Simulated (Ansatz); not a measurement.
# CO on the 1x1 (111) surface of fcc Ir, one in a 2x2 cell, started at the site 'top Ir'

Method: r2SCAN, at the PBE geometry (plane waves to 500 eV, PAW; Ansatz, a program for electronic structure).

Model: 18-atom slab, 6.6 Å thick at the start under the adsorbate (thin: gaps and levels are the slab's own), 6x6x1 mesh, Fermi-Dirac 0.1 eV, dipole correction, single point; on the structure that PBE left under its start's symmetry; no spin, no spin-orbit, no U, no dispersion correction. At the end it is bonded to Ir. In PBE it is, or lies within 0.03 eV of, the lowest of the starts that converged; the order may differ at this level.

```
Property                                                                                                                                                           Value
--------------------------------------------------------------------------------------  --------------------------------------------------------------------------------
adsorption energy against CO(g) at the same level                                                                                                               -2.11 eV
work function of the top face                                                                                                                                    5.88 eV
change of the work function                                                                                                                                      0.34 eV
change of the step from the bottom to the top vacuum level, against the clean slab                                                                               0.33 eV
height of the binding atom over the mean of the host atoms within 0.3 Å of the top one                                                                           2.027 Å
nearest host atoms of the binding atom                                                                                          Ir at 1.84 Å, Ir at 3.44 Å, Ir at 3.44 Å
caution                                                                                 the clean host was not checked against rearrangement in a larger or rattled cell
cost                                                                                                                             about 2.8 core-minutes (a rough figure)
```

A negative adsorption energy means that the adsorbate is more stable on the surface than in its reference.
